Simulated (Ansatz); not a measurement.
Functionals compared on a constructed model of the (111)A surface of zinc-blende GaAs, Ga-terminated, As trimer, 2x2 (bottom of the slab: 3 H on 4 bottom sites), in Ansatz (plane waves, PAW). The structure was relaxed with PBE; the other rows are single points on it. Cutoff 420 eV (500 eV for r2SCAN).

Set-up: 38 atoms, 14.7 Å thick at the start with caps and adatoms; mesh 3x3x1; 0.025 eV smearing; dipole correction on; 8 atoms held, the rest relaxed; start symmetry kept, larger cells not searched; no spin, no spin-orbit, no U. It is one candidate, not shown to be the stable structure of the face. These notes are the PBE run's.

| functional | gap of the slab on its k-mesh (eV) | highest filled level below the top vacuum level (eV) | rough cost of the single point |
|---|---|---|---|
| PBE | 0.61 | 5.42 | – |
| r2SCAN | ? | ? | roughly 7 core-minutes |

**Question.** Complete the blanks.

**Answer.** 
- r2SCAN, gap of the slab on its k-mesh (eV): 1.00
- r2SCAN, highest filled level below the top vacuum level (eV): 5.74

Ansatz is a program for electronic structure.
